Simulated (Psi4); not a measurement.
Psi4 1.11, WB97X/def2-svpd: Ta(S)(F)2(Cl) ([F][Ta]([F])(=[S])[Cl]), 5 atoms. The geometry is a generated start, not checked to be a minimum at this level.

- task = energy
- method = wb97x
- basis = def2-svpd
- memory = 3 GB
- maxiter = 100
- keys of the molecule block = symmetry c1
- scf_type = df (default)
- diis_max_vecs = 10 (default)
- e_convergence = 1e-06 (default)
- d_convergence = 1e-06 (default)
- dft_radial_points = 75 (default)
- dft_spherical_points = 302 (default)
- effective core potentials = those of the basis set, past Kr
- basis functions = 135
- grid points = 108521

```xyz
5

Ta     0.0289    -0.2610     0.1246
S      1.0956     0.5455    -1.6751
F      1.3375    -0.2519     1.4034
F     -1.1553    -1.4388    -0.6300
Cl    -1.3068     1.4062     0.7771
```

Charge 0 and multiplicity 1 are set for this test and not shown to be the ground state.

With the defaults (damping_percentage = 0, diis = true, scf_initial_accelerator = adiis, guess = auto, which took SAD, diis_start = 1, soscf = false, soscf_start_convergence = 0.01) it converges in 12 SCF iterations. One run each on 2 threads, with these changes:
- damping_percentage = 60
- guess = sapgau
- guess = core
- scf_initial_accelerator = ediis
- damping_percentage = 60, diis = false, scf_initial_accelerator = none
- guess = sap
- soscf = true, soscf_start_convergence = 0.1
- soscf = true
- diis_start = 4

Q: Which runs fail or end elsewhere than the default run?

A: No convergence: damping_percentage = 60; damping_percentage = 60, diis = false, scf_initial_accelerator = none (the run ends without SCF convergence in 100 iterations). The rest reach the solution of the defaults.

| setting | SCF iterations | JK calls | end |
|---|---|---|---|
| soscf = true, soscf_start_convergence = 0.1 | 6 | 22 | same solution |
| soscf = true | 7 | 23 | same solution |
| the defaults | 12 | 13 | same solution |
| scf_initial_accelerator = ediis | 12 | 13 | same solution |
| guess = sap | 13 | 13 | same solution |
| guess = core | 14 | 14 | same solution |
| diis_start = 4 | 16 | 17 | same solution |
| guess = sapgau | 20 | 20 | same solution |
| damping_percentage = 60 | 100 | 101 | no convergence |
| damping_percentage = 60, diis = false, scf_initial_accelerator = none | 100 | 101 | no convergence |

An SOSCF iteration holds several JK calls; a Hückel guess adds calls on atoms.
